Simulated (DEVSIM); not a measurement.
## abrupt GaP n-p junction

System: abrupt GaP n-p junction, at 300 K.

| layer (left to right) | material | thickness (μm) | Nd (cm⁻³) | Na (cm⁻³) | τn (s) | τp (s) |
|---|---|---|---|---|---|---|
| 1 | GaP | 1.20 | 1.5e18 | - | 9.2e-7 | 9.2e-7 |
| 2 | GaP | 24.0 | - | 4.6e17 | 9.2e-7 | 9.2e-7 |

Left contact: ohmic. Right contact: ohmic. Voltage is applied to the left contact. Recombination: SRH at mid-gap, Auger. Mobility is constant in doping.

The device is made up for the run: typed textbook-type constants, with dimensions and the other settings drawn at random. Values at 300 K.

```tsv
parameter	GaP
gap (eV)	2.26
affinity (eV)	3.8
permittivity	11.1
Nc (cm⁻³)	1.8e19
Nv (cm⁻³)	1.9e19
μn (cm²/Vs)	250
μp (cm²/Vs)	150
Cn (cm⁶/s)	1e-30
Cp (cm⁶/s)	1e-30
```

Simulated with DEVSIM: 1D drift-diffusion, Boltzmann statistics, complete ionisation; no tunnelling, impact ionisation, image-force lowering or self-heating.

| Item | Result |
|---|---|
| Potential step across the device at zero bias | 2.100 V |
| Largest field in the device at zero bias | 480000 V/cm |
| Dark forward voltage at 1 A/cm² | 1.890 V |
| Dark forward voltage at 100 A/cm² | 2.027 V |

Small-signal capacitance in reverse bias (quasi-static):

```csv
V (V),C (nF/cm²)
0.4,106
1,95.4
2,82.8
3,74.1
4,67.7
6,58.7
```

Dark forward current:

(V (V), J (A/cm²)): (-0.70, -3.3e-14); (-0.80, -2.3e-13); (-0.85, -6.3e-13); (-0.95, -4.6e-12); (-1.05, -3.4e-11); (-1.10, -9.0e-11); (-1.20, -6.6e-10); (-1.25, -1.8e-9); (-1.35, -1.4e-8); (-1.45, -1.4e-7); (-1.50, -5.6e-7); (-1.60, -1.5e-5); (-1.70, -0.00065); (-1.75, -0.0045); (-1.85, -0.21); (-1.90, -1.4); (-2.00, -51); (-2.10, -430); (-2.15, -830); (-2.25, -2100)
